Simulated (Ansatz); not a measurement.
# InP: thickness series

Start from InP in the wurtzite structure (space group P6_3mc, No. 186; a = 4.169 Å, c = 6.846 Å; a model cell, its experimental status unchecked). Axes: x lies along a and z along c of the hexagonal cell.

Free-standing slabs (4 atom(s) a layer) normal to the y axis with 15 Å of vacuum; in-plane cell held at bulk.

Computed with r2SCAN (Ansatz, an electronic-structure program, PAW, no spin-orbit coupling), earlier PAW set.

Notes on the quantities. excess energy per area of both faces: slab less bulk energy over the cell's area: twice a surface energy.

```tsv
variant	band gap	excess energy per area of both faces	shortest interatomic distance	thickness between the outermost nuclei
base	1.09 eV	–	2.556 Å	–
1 layer	2.09 eV	–	2.488 Å	1.78 Å
2 layers	1.53 eV	1.22 J/m²	2.459 Å	5.36 Å
3 layers	1.37 eV	1.26 J/m²	2.450 Å	8.94 Å
4 layers	1.28 eV	1.26 J/m²	2.448 Å	12.54 Å
```

Slab and bulk use different k-meshes, which limits the precision of the excess energy. No phonon test of stability was made. This is not the structure that InP has at room temperature and ambient pressure.
